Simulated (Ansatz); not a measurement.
The starting structures come from a database of crystals and need not be the phases stable at ambient conditions.

 Where the default PAW files enter, the runs use the earlier of Ansatz's two default sets.

By PBEsol, the system below comes out a metal.

A figure of merit of an interconnect metal is its ballistic conductance per area.

Consider the following.

```yaml
crystal:
  lattice:
    - [3.17906, 0.00000, 0.00000]
    - [0.00000, 3.17906, 0.00000]
    - [0.00000, 0.00000, 3.17906]
  atoms:
    - { symbol: Ti, position: [0.00000, 0.00000, 0.00000] }
    - { symbol: Al, position: [0.50000, 0.50000, 0.50000] }
```

Space group of this cell: Pm-3m, CsCl type. The cell is taken as given; by PBEsol its mean pressure is -2.5 GPa.

The current flows along the normal of the first two printed cell vectors, the (001) plane of the conventional cell. No spin-orbit coupling; the value is a mean over 0.1 eV about the Fermi level.

### Question
Estimate the ballistic conductance per area that PBEsol (Ansatz, a program for electronic structure) returns for this system.

### Answer
0.86 × 10¹⁵ S/m² for both spins.
